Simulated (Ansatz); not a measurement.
# Bulk modulus B0 of MoP (P-6m2, No. 187; start COD 1539074) at several levels of theory

No measured value is used here.

| level (code) | value (GPa) | cell (Å³/atom) |
|---|---|---|
| LDA (Ansatz) | 242 | 13.92 |
| PBE (Ansatz) | 215 | 14.53 |
| PBEsol (Ansatz) | 234 | 14.13 |

LDA, PBE, PBEsol: the bulk modulus is −V dP/dV from two relaxed cells at ±2 % in volume. LDA, PBE, PBEsol: the relaxation could not lower the start's symmetry, so the cell can be a saddle point above a distorted one. Each level is taken at its own relaxed cell. Ansatz's density-functional and Hartree–Fock values are scalar-relativistic unless marked +SOC, with PAW data made under PBE.

Ansatz is an electronic-structure program.
